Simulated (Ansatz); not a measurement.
Start from PbSe in the rock salt structure (space group Fm-3m, No. 225; a = 6.218 Å). Axes: x, y, z lie along the cube axes.

Calculations: Kohn–Sham DFT with the PBE functional, run in Ansatz (an electronic-structure program) with PAW and 420 eV plane waves, spin-orbit coupling left out.

The change: every lattice vector is stretched by 1.50 %; the atoms relax in the strained cell.

Question: Predict the stress tensor and what it implies for the stiffness.

Answer: Stress of the strained cell less that of the base (GPa, compression positive):
```
  -1.88    0.00    0.00
   0.00   -1.88    0.00
   0.00    0.00   -1.88
```

Then B = −ΔP/(ΔV/V₀) with ΔV/V₀ = 0.0457 gives secant stiffness values (nonlinear terms included at this strain): B ≈ 41 GPa.

As a check, the harmonic strain energy −½ V₀ Δσ:ε is 7.9 meV/atom; the computed energy rise is 8.5 meV/atom.

Whether these cells are dynamically stable was not tested.
